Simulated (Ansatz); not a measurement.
Consider C in the diamond structure (space group Fd-3m, No. 227).

```xyz
2
Lattice="0.0000 1.7801 1.7801 1.7801 0.0000 1.7801 1.7801 1.7801 0.0000" Properties=species:S:1:pos:R:3 pbc="T T T"
C      0.0000     0.0000     0.0000
C      0.8901     0.8901     0.8901
```

Cartesian axes are those of the cell as printed.

Method: Ansatz (a program for electronic structure) r2SCAN, scalar-relativistic without spin-orbit coupling.

For the base:

The valley order is a point along ⟨100⟩, about 1.3 Å⁻¹ from Γ 4.36 eV and the smallest direct gap comes out as 5.90 eV.

One thing is altered: uniaxial strain ε_zz = −0.50 %, all other strain components held at zero; the atoms relax in the strained cell.

Question: How does this affect the valley order, smallest direct gap and energy relative to the base?

Answer: The valley order (the lowest conduction-band minima on the path, energy above the VBM, named in the base's zone) goes from a point along ⟨100⟩, about 1.3 Å⁻¹ from Γ 4.36 eV to a point along [001], about 1.3 Å⁻¹ from Γ 4.24 eV; a point along [100], about 1.3 Å⁻¹ from Γ 4.37 eV; the smallest direct gap decreases by 0.083 eV to 5.81 eV; the energy grows by 0.5 meV/atom.

No phonon test of stability was made.
